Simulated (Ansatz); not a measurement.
Results of LDA (Ansatz, an electronic-structure program, plane waves, PAW) for MgB6 (model structure, R3m, No. 160, 7 atoms in the cell).

Run with plane-wave cutoff 520 eV, 14×14×14 k mesh, Fermi–Dirac smearing 0.05 eV, scalar-relativistic PAW data made under PBE.

Computed at the level's own relaxed cell.

```xyz
7
Lattice="2.7579 1.5923 2.5741 -2.7579 1.5923 2.5741 0.0000 -3.1846 2.5741" Properties=species:S:1:pos:R:3 pbc="T T T"
Mg     0.0000     0.0000     0.8014
B     -0.8677    -0.5009     3.0714
B      0.8541     0.4931     4.4927
B      0.8677    -0.5009     3.0714
B     -0.8541     0.4931     4.4927
B      0.0000     1.0019     3.0714
B      0.0000    -0.9863     4.4927
```

Q: List the 15 lowest band energies at Γ above −25 eV (eV, relative to the valence band maximum), grouping those that round alike.

A: At Γ: -14.42, -7.27, -6.56 (×2), -6.36, -4.83 (×2), -0.35, -0.03 (×2), 2.58 (×2), 3.65, 3.94, 5.99.

Note: the relaxation could raise the start's symmetry but not lower it, so the cell can be a saddle point.

A model structure was made by putting elements into a prototype or built by hand; it is no filed structure, need not be a known phase, and can be a saddle point held by its symmetry.
